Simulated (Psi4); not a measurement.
Psi4 1.11, unrestricted PBE/def2-svpd: tert-butyl chloride cation (CC(C)(C)Cl), charge +1, multiplicity 2, 14 atoms. The geometry is a generated start, not checked to be a minimum at this level.

```json
{
  "task": "energy",
  "method": "pbe",
  "basis": "def2-svpd",
  "memory": "3 GB",
  "maxiter": "100",
  "keys_of_the_molecule_block": "symmetry c1",
  "scf_type": "df (default)",
  "e_convergence": "1e-06 (default)",
  "d_convergence": "1e-06 (default)",
  "dft_radial_points": "75 (default)",
  "dft_spherical_points": "302 (default)",
  "basis_functions": "179",
  "grid_points": "297957"
}
```

```xyz
14

C     -0.2869     1.4284    -0.0095
C      0.0295    -0.0199     0.3352
C      1.3583    -0.4578    -0.2662
C     -1.1022    -0.9489    -0.0801
Cl     0.1869    -0.1272     2.1326
H     -0.4020     1.5306    -1.0870
H     -1.2096     1.7440     0.4719
H      0.5159     2.0846     0.3189
H      2.1642     0.1894     0.0724
H      1.5913    -1.4797     0.0229
H      1.3019    -0.4066    -1.3519
H     -1.2151    -0.9281    -1.1622
H     -2.0399    -0.6379     0.3752
H     -0.8925    -1.9710     0.2278
```

Charge 1 and multiplicity 2 are set for this test and not shown to be the ground state.

With the defaults (scf_initial_accelerator = adiis, diis_max_vecs = 10, damping_percentage = 0, diis = true, guess = auto, which took SAD, diis_start = 1) it converges in 28 SCF iterations. One run each on 2 threads, with these changes:
- damping_percentage = 60
- damping_percentage = 20
- guess = sap
- guess = huckel
- scf_initial_accelerator = none
- diis_start = 4
- scf_initial_accelerator = none, damping_percentage = 60, diis = false
- guess = modhuckel
- diis_max_vecs = 3

Problem. Name the settings that don't reach the solution of the defaults.

Solution. No convergence: scf_initial_accelerator = none; diis_max_vecs = 3; damping_percentage = 20; damping_percentage = 60; scf_initial_accelerator = none, damping_percentage = 60, diis = false (the run ends without SCF convergence in 100 iterations). The rest reach the solution of the defaults.

| setting | SCF iterations | end |
|---|---|---|
| guess = sap | 26 | same solution |
| the defaults | 28 | same solution |
| guess = modhuckel | 32 | same solution |
| diis_start = 4 | 45 | same solution |
| guess = huckel | 61 | same solution |
| scf_initial_accelerator = none | 100 | no convergence |
| diis_max_vecs = 3 | 100 | no convergence |
| damping_percentage = 20 | 100 | no convergence |
| damping_percentage = 60 | 100 | no convergence |
| scf_initial_accelerator = none, damping_percentage = 60, diis = false | 100 | no convergence |

2 further runs of the study ended by our limits or in an error and are left out.
